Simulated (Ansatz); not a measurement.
BN under load (space group P6_3mc), Ansatz (an electronic-structure program) with r2SCAN, rigid bands. Condition of this run: hydrostatic pressure of -18 GPa (compression positive) (the target of the relaxation). Band gap 5.83 eV, N_c = 1.37e19 cm⁻³ and N_v = 4.66e19 cm⁻³ at 300 K, conductivity masses along y (a = (2.59, 0.00, 0.00) Å; b = (-1.29, 2.24, 0.00) Å; c = (0.00, 0.00, 4.28) Å) of 0.516 mₑ (electrons) and 0.820 mₑ (holes). Take k_BT = 0.02585 eV.

### Question
Find the intrinsic carrier density and the intrinsic Fermi level.

### Answer
n_i = √(N_c N_v) exp(−E_g/2k_BT) = 2.53e19 × exp(−112.76) = 2.7e-30 cm⁻³. The level lies (k_BT/2) ln(N_v/N_c) = 16 meV from mid-gap (positive towards the conduction band). Each 0.1 eV added to the gap lowers n_i by a factor of 6.9.

### Question
What thermal injection velocity √(2k_BT/πm) limits a ballistic channel along the direction named?

### Answer
7.49e6 cm/s for electrons and 5.94e6 cm/s for holes, a ratio of √(m_h/m_e) = 1.26, for dilute carriers.

### Question
A film of it is 3 nm thick, with its normal along the direction named. Estimate the confinement energies in an infinite well.

### Answer
ħ²π²/(2m t²) = 0.376 eV·nm²/(m/mₑ × t²) gives 81.0 meV for electrons and 51.0 meV for holes, so the gap would widen to about 5.96 eV. Finite barriers and nonparabolic bands lower this, and with several valleys or bands the heaviest mass along the normal sets the lowest level, not this average.

Rigid bands with the computed gap; masses take one relaxation time for all states. Spin-orbit coupling is left out. Geometry: cell and atoms relaxed with PBEsol.
